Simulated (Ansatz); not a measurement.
## What pressure 15 GPa does to Mg2Ge

Take Mg2Ge in the anti-fluorite structure (space group Fm-3m, No. 225; a = 6.4212 Å) as the base.

Perturbation: a hydrostatic pressure of 15 GPa.

Method: PBE/PAW in Ansatz (an electronic-structure program), no spin-orbit coupling. Γ-centred 9×9×9 mesh, Fermi–Dirac width 0.05 eV.

```tsv
quantity	base	changed	shift
lattice parameter a	6.421 Å	6.007 Å	-0.414 Å
shortest interatomic distance	2.780 Å	2.601 Å	-0.179 Å
enthalpy H = E + PV relative to the base's energy	–	+1.85 eV/atom	–
band gap	0.17 eV	zero	–
```

Cost of the whole job for the changed cell (relaxation, final SCF and bands): around 14 core-seconds (rough).

The mesh was chosen for an insulator and is coarse for the gapless case. Load acts through the strain it causes; cell and atoms are relaxed under it. No phonon test of stability was made. Competing high-pressure phases were not computed. All final runs are without spin polarisation. The zero or small gap of Mg2Ge can change with the level of theory.
